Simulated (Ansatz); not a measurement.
monolayer ZrSe2: band-edge transport data

Consider the following.

```
CELL_PARAMETERS angstrom
      3.79880     0.00000     0.00000
     -1.89940     3.28986     0.00000
      0.00000     0.00000    19.09986
ATOMIC_POSITIONS crystal
  Zr 0.00000 0.00000 0.50000
  Se 0.33333 0.66667 0.58285
  Se 0.66667 0.33333 0.41715
```

Computed with PBE, rigid bands (plane waves, PAW, scalar-relativistic; Ansatz, a quantum-chemistry and plane-wave program). Geometry: cell and atoms relaxed with PBE.

```json
{
 "band_gap": "0.50 eV",
 "electron conductivity mass (300 K, dilute)": "0.39 mₑ",
 "effective density of states N_c (300 K)": "2.1e13 cm⁻²",
 "Seebeck coefficient, n-type 1.9e12 cm⁻², 300 K": "-377 μV/K"
}
```

Rigid bands; masses and Seebeck coefficients take one relaxation time τ for all states and one kind of carrier; polarons and phonon drag are left out. Spin-orbit coupling is left out.

Model free-standing layer, not matched to a measured one here: monolayer ZrSe2.
